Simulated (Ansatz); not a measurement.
Results of PBEsol in Ansatz (PAW) for AlBN2 (model structure, started from the ScAlN2 type, P3m1, No. 156, 4 atoms in the cell).

Settings: plane-wave cutoff 520 eV, 12×12×8 k mesh (along the axes of the cell as run), Fermi–Dirac smearing 0.01 eV, scalar-relativistic PAW data made under PBE.

The cell is the one relaxed with PBEsol. Conventional cell: a = 2.8497 Å, b = 2.8497 Å, c = 4.6651 Å, α = 90.00°, β = 90.00°, γ = 120.00°.

```
CELL_PARAMETERS angstrom
      2.84971     0.00000     0.00000
     -1.42485     2.46792     0.00000
      0.00000     0.00000     4.66511
ATOMIC_POSITIONS crystal
  B  0.33333 0.66667 0.01903
  N  0.33333 0.66667 0.34424
  Al 0.66667 0.33333 0.50067
  N  0.66667 0.33333 0.90605
```

Q: List the 10 lowest band energies at Γ above −25 eV (eV, relative to the valence band maximum), grouping those that round alike.

A: At Γ: -17.39, -14.20, -8.38, -1.64 (×2), -0.53, 0.00 (×2), 5.01, 6.87.

Note: the relaxation could raise the start's symmetry but not lower it, so the cell can be a saddle point.

A model structure was made by putting elements into a prototype or built by hand; it is no filed structure, need not be a known phase, and can be a saddle point held by its symmetry.

Ansatz is a program for electronic structure.
